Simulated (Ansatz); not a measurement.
Consider the following.

```
Al2O3
1.0
    2.37231     1.36965     4.40747
   -2.37231     1.36965     4.40747
    0.00000    -2.73931     4.40747
Al O
4 6
Cartesian
  0.00000   0.00000   4.64533
  0.00000   0.00000   1.96588
  0.00000   0.00000   8.57709
  0.00000   0.00000  11.25654
 -0.91647   1.36965   7.71308
 -0.72792  -1.47852   7.71308
  1.64439   0.10886   7.71308
  0.91647  -1.36965   5.50934
  0.72792   1.47852   5.50934
 -1.64439  -0.10886   5.50934
```

No spin polarisation.

The values are results of r2SCAN (Ansatz, a program for electronic structure; PAW; 500 eV plane waves; scalar-relativistic without spin-orbit coupling), not measurements. Settings: 8×8×8 k-points, 0.05 eV Fermi–Dirac smearing.

Question: Predict the band gap and space group.

Answer: 
```json
{
 "band_gap": "7.00 eV",
 "space_group": "R-3c (No. 167)"
}
```

Load acts through the strain it causes; cell and atoms are relaxed under it. Beyond what the load breaks, stability against distortions was not tested. The cell was made from Al2O3 in the corundum structure (space group R-3c, No. 167) by this change: uniaxial stress, 8 GPa tension along z.
